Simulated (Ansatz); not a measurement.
The reference is Be in the hcp (Mg type) structure (space group P6_3/mmc, No. 194; a = 2.2627 Å, c = 3.5664 Å; relaxed with 0.1 eV smearing).

Calculations: PBE in Ansatz (plane waves to 420 eV, PAW, without spin-orbit coupling).

Before the change:

- Pressure = 0.0 GPa

The change: an isotropic linear strain of −2.00 %; the atoms relax in the strained cell.

Q: Predict the new energy relative to the base.

A: The energy increases by 11 meV/atom.

Q: What does the calculation give for the pressure after the change?

A: The pressure (mean of the normal stresses, compression positive) goes from zero to 8.3 GPa.

No phonon test of stability was made.

Ansatz is a quantum-chemistry and plane-wave program.
